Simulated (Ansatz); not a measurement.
# Response to strain in BAs

The parent structure is BAs in the zinc blende structure (space group F-43m, No. 216; a = 4.768 Å). Axes: x, y, z lie along the cube axes.

Strains are applied to the cell and any free atomic positions relax.

The values are results of Ansatz (a first-principles code), PBEsol, PAW, cutoff 420 eV, without spin-orbit coupling, not measurements.

Notes on the quantities. pressure: mean of the normal stresses, compression positive.

| variant | band gap | volume per atom | pressure | gap character |
|---|---|---|---|---|
| base | 1.08 eV | 13.55 Å³ | 0.00 GPa | – |
| tensor shear ε_xy = +2.00 % | 0.73 eV | 13.54 Å³ | 0.16 GPa | indirect, Γ → X |
| tensor shear ε_xy = +0.29 % | 1.05 eV | 13.55 Å³ | 0.00 GPa | indirect, Γ → Γ–X (82 % along) |
| tensor shear ε_xy = +1.71 % | 0.82 eV | 13.54 Å³ | 0.12 GPa | indirect, Γ → X |
| tensor shear ε_xy = +0.57 % | 1.02 eV | 13.55 Å³ | 0.01 GPa | indirect, Γ → Γ–X (82 % along) |
| tensor shear ε_xy = +1.14 % | 0.93 eV | 13.55 Å³ | 0.05 GPa | indirect, Γ → k = (0.417, 0.417, 0) in the run's primitive reciprocal basis |
| tensor shear ε_xy = +1.43 % | 0.87 eV | 13.55 Å³ | 0.08 GPa | indirect, Γ → k = (0.417, 0.417, 0) in the run's primitive reciprocal basis |
| tensor shear ε_xy = +0.86 % | 0.98 eV | 13.55 Å³ | 0.03 GPa | indirect, Γ → Γ–X (82 % along) |

Stability against distortions was not tested. Labels are those of the standard path for the cell's own space group.
